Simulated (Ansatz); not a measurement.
HfNi (Cmcm, No. 63; cell taken from a computed entry) was calculated with PBEsol in Ansatz (plane waves, PAW).

Numerical settings: plane-wave cutoff 500 eV, 18×18×14 k mesh (along the axes of the cell as run), Fermi–Dirac smearing 0.1 eV, no spin polarisation, scalar-relativistic PAW data made under PBE.

Computed at the level's own relaxed cell.

Question: Estimate the volume per atom that the calculation returns.

Answer: 
- volume per atom = 15.73 Å³/atom

The run finds no gap.

Note: the relaxation could not lower the start's symmetry, so the cell can be a saddle point above a distorted one.

Spin–orbit coupling is not included.

Static lattice: no zero-point or thermal effects.

Cost on a shared machine: roughly 17 core-minutes.

Ansatz is a program for electronic structure.
